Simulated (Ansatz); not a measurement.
Results of r²SCAN-D4 (plane waves, PAW; Ansatz, a first-principles code) for L1₀ (CuAu-type) CuAu.

Numerical settings: plane-wave cutoff 560 eV, 20×20×16 k mesh (along the axes of the cell as run), Fermi–Dirac smearing 0.05 eV, no spin polarisation, scalar-relativistic PAW data made under PBE.

Cell (relaxed at this level):

AuCu is modelled in the tetragonal space group P4/mmm (No. 123), Pearson symbol tP2. Cell: a = 2.8373 Å, b = 2.8373 Å, c = 3.5704 Å, α = 90.00°, β = 90.00°, γ = 90.00°. Cu on 1a is coordinated by 8 Au at 2.686 Å and 4 Cu at 2.837 Å (cuboctahedral). Au on 1d has 8 Cu at 2.686 Å and 4 Au at 2.837 Å (cuboctahedral). (Neighbours: up to the widest gap in distance over summed covalent radii, below 1.35, at either atom.)

Problem. Estimate the bulk modulus B0 and pressure derivative B′ of the bulk modulus that the calculation returns.

Solution. 
* **bulk modulus B0**: 164 GPa
* **pressure derivative B′ of the bulk modulus**: 5.4

The run finds no gap.

Note: the bulk modulus comes from volumes at which shape and atoms were relaxed.

Spin–orbit coupling is not included; it can shift volumes and moduli of such heavy elements.

Computed values are for the static lattice.
